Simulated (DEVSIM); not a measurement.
Device: Ru/Al2O3/p-Ge capacitor, at 300 K.

| layer (left to right) | material | thickness (nm) | Na (cm⁻³) |
|---|---|---|---|
| 1 | Al2O3 | 3.40 | - |
| 2 | Ge | 6700 | 4e14 |

Metal gate on the left, work function 4.7 eV. Fixed charge at the semiconductor interface -2.6e11 cm⁻² (in units of +e); no interface traps.

Constants are typed, rounded textbook-type inputs, not results; the design itself was drawn at random and stands for no fabricated device. Values at 300 K.

```
parameter      Al2O3       Ge
-------------  -----  -------
gap (eV)         6.8    0.664
affinity (eV)   1.35        4
permittivity       9       16
Nc (cm⁻³)          -  1.04e19
Nv (cm⁻³)          -     6e18
```

DEVSIM, 1D Poisson equation in equilibrium, Boltzmann statistics, complete ionisation; no quantum confinement or tunnelling. Metal contacts follow the ideal Schottky-Mott rule: no Fermi-level pinning, no interface dipoles.

### Question
Tabulate band edges, carrier densities and field at 0.45 V on the gate.

### Answer
Energies count from the Fermi level of the right contact; mesh points crowd at the junctions.

| x (μm) | Ec (eV) | Ev (eV) | n (cm⁻³) | p (cm⁻³) | field (V/cm) |
|---|---|---|---|---|---|
| 0.000 | 2.900 | -3.900 | < 1e2 | < 1e2 | 59000 |
| 0.001081 | 2.906 | -3.894 | < 1e2 | < 1e2 | 59000 |
| 0.002293 | 2.913 | -3.887 | < 1e2 | < 1e2 | 59000 |
| 0.003379 | 2.920 | -3.880 | < 1e2 | < 1e2 | 50000 |
| 0.005447 | 0.271 | -0.393 | 3.0e14 | 1.5e12 | 3500 |
| 0.009474 | 0.272 | -0.392 | 2.8e14 | 1.6e12 | 3500 |
| 0.01856 | 0.275 | -0.389 | 2.5e14 | 1.8e12 | 3400 |
| 0.04889 | 0.285 | -0.379 | 1.7e14 | 2.6e12 | 3200 |
| 0.1075 | 0.303 | -0.361 | 8.4e13 | 5.2e12 | 2900 |
| 0.2396 | 0.337 | -0.327 | 2.3e13 | 1.9e13 | 2200 |
| 0.5197 | 0.383 | -0.281 | 3.8e12 | 1.1e14 | 1100 |
| 1.533 | 0.415 | -0.249 | 1.1e12 | 3.9e14 | 24 |
| 3.339 | 0.415 | -0.249 | 1.1e12 | 4.0e14 | ≈ 0 |
| 5.168 | 0.415 | -0.249 | 1.1e12 | 4.0e14 | ≈ 0 |
| 6.185 | 0.415 | -0.249 | 1.1e12 | 4.0e14 | ≈ 0 |
| 6.466 | 0.415 | -0.249 | 1.1e12 | 4.0e14 | ≈ 0 |
| 6.599 | 0.415 | -0.249 | 1.1e12 | 4.0e14 | ≈ 0 |
| 6.658 | 0.415 | -0.249 | 1.1e12 | 4.0e14 | ≈ 0 |
| 6.688 | 0.415 | -0.249 | 1.1e12 | 4.0e14 | ≈ 0 |
| 6.697 | 0.415 | -0.249 | 1.1e12 | 4.0e14 | ≈ 0 |
| 6.701 | 0.415 | -0.249 | 1.1e12 | 4.0e14 | ≈ 0 |
| 6.703 | 0.415 | -0.249 | 1.1e12 | 4.0e14 | ≈ 0 |
